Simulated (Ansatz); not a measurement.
Structures of equal composition on the (111) surface of fcc Cu: a layer of Ni in place of the second plane; a layer of Ni in place of the third plane. The slabs share one bottom face, and each structure is named by its start. These are constructed structures in small cells; real faces may alloy, dewet or reconstruct in larger ones, and not all known structures of the face are among them. Slabs of about 11 Å, Fermi-Dirac smearing of 0.1 eV. Bottom of the slabs: a bare face, its two planes held. Relaxed from the named starts with such symmetry as they have, on meshes of like density; energies extrapolated to zero smearing; spin only where a row says so; no spin-orbit coupling, no U. Brackets mark spin-polarised runs, whose order is one that fits the cell.

All values below come from PBE (plane waves to 420 eV, PAW; Ansatz, a program for electronic structure).

Problem. Put the candidates in order of energy per 1x1 cell, lowest first, for PBE.

Solution. a layer of Ni in place of the third plane (0.000 eV [spin start, no net moment]), a layer of Ni in place of the second plane (0.040 eV [spin start, no net moment])
